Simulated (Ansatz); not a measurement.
Input and output of a self-consistent single point for Ag (Fm-3m, 1 atom in the cell) (Ansatz, an electronic-structure program).

Method: PBE, PAW files (plane waves; Ansatz).

The change in words: lattice scaled by 0.97; basis.ecutwfc: 30.9 Ry → 18.4 Ry. Reference geometry:
```xyz
1
Lattice="0.0000 2.0013 2.0013 2.0013 0.0000 2.0013 2.0013 2.0013 0.0000" Properties=species:S:1:pos:R:3 pbc="T T T"
Ag     0.0000     0.0000     0.0000
```

Reference input (self-consistent single point, DFT, PBE, plane waves, PAW files): basis.ecutwfc = 30.9 Ry; kpoints.mp_grid.grid = 14 14 14; hamiltonian.xc = pbe; hamiltonian.pseudopotentials = {kind: paw} (the program's default PAW files); scf.occupations.method = gaussian; scf.occupations.width = 0.02 Ry. This run's input differs from it in these lines:

Ansatz 0.2 input:
```diff
@@ -2,5 +2,5 @@
   lattice:
-    - [0.000000, 2.001286, 2.001286]
-    - [2.001286, 0.000000, 2.001286]
-    - [2.001286, 2.001286, 0.000000]
+    - [0.000000, 1.941247, 1.941247]
+    - [1.941247, 0.000000, 1.941247]
+    - [1.941247, 1.941247, 0.000000]
   atoms:
@@ -8,3 +8,3 @@
 basis:
-  ecutwfc: 30.9 Ry
+  ecutwfc: 18.4 Ry
 kpoints:
```

The program printed (abridged):

```
SCF iter   1: F=—  HF=-7589.749182 eV  |F-HF|=—  |Δ(HF+E_count)|=         —  Δρ=1.02e-1  dr2=1.37e0  ethr=3.10e-3  ⟨swp⟩=5.0  Hψ=6683  notcnv=0
all-band conjugate gradients solve this SCF's bands
preconditioner: auto → none
SCF iter   2: F=—  HF=-7589.333892 eV  |F-HF|=—  |Δ(HF+E_count)|=   4.15e-1  Δρ=3.05e-2  dr2=1.42e-1  ethr=3.10e-3  ⟨swp⟩=2.7  Hψ=3414  notcnv=0  defer=28
SCF iter   3: F=—  HF=-7589.302073 eV  |F-HF|=—  |Δ(HF+E_count)|=   3.18e-2  Δρ=7.24e-3  dr2=2.88e-3  ethr=7.47e-4  ⟨swp⟩=2.0  Hψ=2050  notcnv=0  defer=28
SCF iter   4: F=—  HF=-7589.304961 eV  |F-HF|=—  |Δ(HF+E_count)|=   2.89e-3  Δρ=8.80e-4  dr2=5.85e-5  ethr=1.51e-5  ⟨swp⟩=2.2  Hψ=2265  notcnv=0  defer=28
SCF iter   5: F=—  HF=-7589.304997 eV  |F-HF|=—  |Δ(HF+E_count)|=   3.66e-5  Δρ=7.34e-5  dr2=4.19e-7  ethr=3.08e-7  ⟨swp⟩=2.6  Hψ=2442  notcnv=0  defer=28
SCF iter   6: F=-7589.304997 eV  HF=-7589.304997 eV  |F-HF|=2.88e-9  |Δ(HF+E_count)|=   6.99e-8  Δρ=5.97e-6  dr2=4.76e-9  ethr=5.26e-10  ⟨swp⟩=5.6  Hψ=5848  notcnv=0
SCF 1 converged in 6 iterations: F = -7589.304997 eV  dr2 = 4.76e-9
Free energy (F): -7589.304997 eV
Internal energy: -7589.296980 eV  (E = F + TS)
E sigma→0 (E₀):  -7589.300988 eV
Entropy (-TS):   -0.008018 eV (-8.018 meV/atom)
Fermi energy:    21.043132 eV
--- Forces (eV/Å), atoms counted from 1 ---
  atom   1  Ag     0.00000000     0.00000000     0.00000000
--- Stress (GPa, compression-positive) ---
       37.657108       0.000000      -0.000000
        0.000000      37.657108       0.000000
       -0.000000      -0.000000      37.657108
  P = ⅓ Tr σ = 37.6571 GPa (376.571 kbar)
  The stress holds the Pulay correction. Without it, at fixed plane waves, as pw.x and ABINIT print it: P = -50.2802 GPa
```

The run converged in 6 iterations. Against the reference run the free energy goes up by 1.25 eV/atom and the pressure goes from 13.39 to 37.66 GPa.

The starting cell comes from a database of computed structures (which also holds hypothetical and non-ambient phases and stackings), without a prior relaxation at this level. Its lattice was rescaled by a random factor within 2.5 % of one. For this run, on top of that: lattice scaled by 0.97. Ansatz's pressure includes its estimate of the finite-basis (Pulay) stress. Without the estimate this run gives -50.28 GPa. The cutoff lies below the one recommended for these files.
